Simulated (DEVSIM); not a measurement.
Structure: abrupt In0.53Ga0.47As p-n junction, at 300 K.

```csv
layer (left to right),material,thickness (μm),Nd (cm⁻³),Na (cm⁻³),τn (s),τp (s)
1,In0.53Ga0.47As,0.220,-,1.3e16,5.7e-9,5.7e-9
2,In0.53Ga0.47As,2.90,5e16,-,5.7e-9,5.7e-9
```

Left contact: ohmic. Right contact: ohmic. Voltage is applied to the left contact. Recombination: SRH at mid-gap, radiative, Auger. Mobility is μmin + (μ − μmin)/(1 + (N/Nref)^α).

This is a model device: material constants are rounded textbook-type values typed into the input, and sizes, dopings and lifetimes were drawn at random. Values at 300 K.

```tsv
parameter	In0.53Ga0.47As
gap (eV)	0.74
affinity (eV)	4.51
permittivity	13.9
Nc (cm⁻³)	2.1e17
Nv (cm⁻³)	7.7e18
μn (cm²/Vs)	12000
μp (cm²/Vs)	300
μn,min	300
μp,min	10
Nref,n	1.3e17
Nref,p	4.9e17
αn	0.48
αp	0.4
B (cm³/s)	9.6e-11
Cn (cm⁶/s)	5e-29
Cp (cm⁶/s)	5e-29
```

Simulated with DEVSIM: 1D drift-diffusion, Boltzmann statistics, complete ionisation; no tunnelling, impact ionisation, image-force lowering or self-heating.

Problem. Tabulate band edges, carrier densities and field at zero bias.

Solution. Energies count from the Fermi level of the right contact; mesh points crowd at the junctions.

| x (μm) | Ec (eV) | Ev (eV) | n (cm⁻³) | p (cm⁻³) | field (V/cm) |
|---|---|---|---|---|---|
| 0.000 | 0.575 | -0.165 | 4.6e7 | 1.3e16 | -5400 |
| 0.01583 | 0.566 | -0.174 | 6.5e7 | 9.3e15 | -5800 |
| 0.03974 | 0.550 | -0.190 | 1.2e8 | 5.0e15 | -7700 |
| 0.07583 | 0.515 | -0.225 | 4.7e8 | 1.3e15 | -12000 |
| 0.1450 | 0.390 | -0.350 | 5.9e10 | 1.0e13 | -24000 |
| 0.1808 | 0.294 | -0.446 | 2.4e12 | 2.5e11 | -30000 |
| 0.2045 | 0.218 | -0.522 | 4.5e13 | 1.3e10 | -34000 |
| 0.2254 | 0.145 | -0.595 | 7.7e14 | 7.8e8 | -33000 |
| 0.2459 | 0.091 | -0.649 | 6.2e15 | 9.7e7 | -20000 |
| 0.2803 | 0.050 | -0.690 | 3.1e16 | 1.9e7 | -5800 |
| 0.3383 | 0.038 | -0.702 | 4.9e16 | 1.2e7 | -370 |
| 0.4896 | 0.037 | -0.703 | 5.0e16 | 1.2e7 | ≈ 0 |
| 0.6910 | 0.037 | -0.703 | 5.0e16 | 1.2e7 | ≈ 0 |
| 1.030 | 0.037 | -0.703 | 5.0e16 | 1.2e7 | ≈ 0 |
| 1.784 | 0.037 | -0.703 | 5.0e16 | 1.2e7 | ≈ 0 |
| 2.337 | 0.037 | -0.703 | 5.0e16 | 1.2e7 | ≈ 0 |
| 2.684 | 0.037 | -0.703 | 5.0e16 | 1.2e7 | ≈ 0 |
| 2.871 | 0.037 | -0.703 | 5.0e16 | 1.2e7 | ≈ 0 |
| 3.006 | 0.037 | -0.703 | 5.0e16 | 1.2e7 | ≈ 0 |
| 3.062 | 0.037 | -0.703 | 5.0e16 | 1.2e7 | ≈ 0 |
| 3.096 | 0.037 | -0.703 | 5.0e16 | 1.2e7 | ≈ 0 |
| 3.120 | 0.037 | -0.703 | 5.0e16 | 1.2e7 | ≈ 0 |
